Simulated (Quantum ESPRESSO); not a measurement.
A self-consistent single point of MoRh (P-6m2, 2 atoms in the cell) with Quantum ESPRESSO.

Method: LDA (PZ), spin-orbit coupling, PseudoDojo fully relativistic norm-conserving (PBE) pseudopotentials (plane waves; Quantum ESPRESSO).

```
MoRh
1.0
    2.79543     0.00000     0.00000
   -1.39772     2.42091     0.00000
    0.00000     0.00000     4.43737
Mo Rh
1 1
Direct
  0.00000   0.00000   0.50000
  0.33333   0.66667   0.00000
```

Reference input (self-consistent single point, DFT, PBEsol, plane waves, PseudoDojo standard norm-conserving (PBESOL) pseudopotentials): ecutwfc = 90 Ry; occupations = smearing; smearing = fd; degauss = 0.0099958 Ry; potentials = {Mo: Mo.upf, Rh: Rh.upf}; K_POINTS = automatic 11 11 6 0 0 0; conv_thr = 1e-11 Ry; mixing_beta = 0.4. This run's input differs from it in these lines:

```diff
@@ -19,2 +19,5 @@
     degauss = 0.0099958
+    noncolin = .true.
+    lspinorb = .true.
+    input_dft = 'pz'
 /
```

Its files differ too (potentials: PseudoDojo fully relativistic norm-conserving (PBE)).

Output (repeated stretches shortened):

```
     Self-consistent Calculation

     iteration #  1     ecut=    90.00 Ry     beta= 0.40

---- Real-time Memory Report at c_bands before calling an iterative solver
           297 MiB given to the printing process from OS
           270 MiB allocation reported by mallinfo(arena+hblkhd)
------------------

     total energy              =    -374.55256637 Ry
     estimated scf accuracy    <       0.34271501 Ry

     iteration #  2     ecut=    90.00 Ry     beta= 0.40

---- Real-time Memory Report at c_bands before calling an iterative solver
           324 MiB given to the printing process from OS
   [... lines left out ...]

---- Real-time Memory Report at c_bands before calling an iterative solver
           348 MiB given to the printing process from OS
           321 MiB allocation reported by mallinfo(arena+hblkhd)
------------------

     total energy              =    -374.60859689 Ry
     estimated scf accuracy    <          9.5E-11 Ry

     iteration # 12     ecut=    90.00 Ry     beta= 0.40

---- Real-time Memory Report at c_bands before calling an iterative solver
           348 MiB given to the printing process from OS
           321 MiB allocation reported by mallinfo(arena+hblkhd)
------------------
     End of self-consistent calculation

     the Fermi energy is    21.0431 ev

!    total energy              =    -374.60859689 Ry
     estimated scf accuracy    <          6.3E-13 Ry
     smearing contrib. (-TS)   =      -0.00792861 Ry
     internal energy E=F+TS    =    -374.60066828 Ry

     convergence has been achieved in  12 iterations

     Forces acting on atoms (cartesian axes, Ry/au):

     atom    1 type  1   force =     0.00000000   -0.00000000    0.00000000
     atom    2 type  2   force =     0.00000000    0.00000000    0.00000000

     Total force =     0.000000     Total SCF correction =     0.000000

          total   stress  (Ry/bohr**3)                   (kbar)     P=     -158.13
  -0.00109594  -0.00000000   0.00000000         -161.22       -0.00        0.00
  -0.00000000  -0.00109594   0.00000000           -0.00     -161.22        0.00
   0.00000000   0.00000000  -0.00103286            0.00        0.00     -151.94

   JOB DONE.
```

The run converged in 12 iterations. Against the reference run the pressure goes from -11.91 to -15.81 GPa.

The starting cell comes from a database of computed structures (which also holds hypothetical and non-ambient phases and stackings), without a prior relaxation at this level. With a pressure of about -16 GPa the cell is away from its equilibrium volume at this level.

Cost on one core of a shared machine: roughly 4 min.
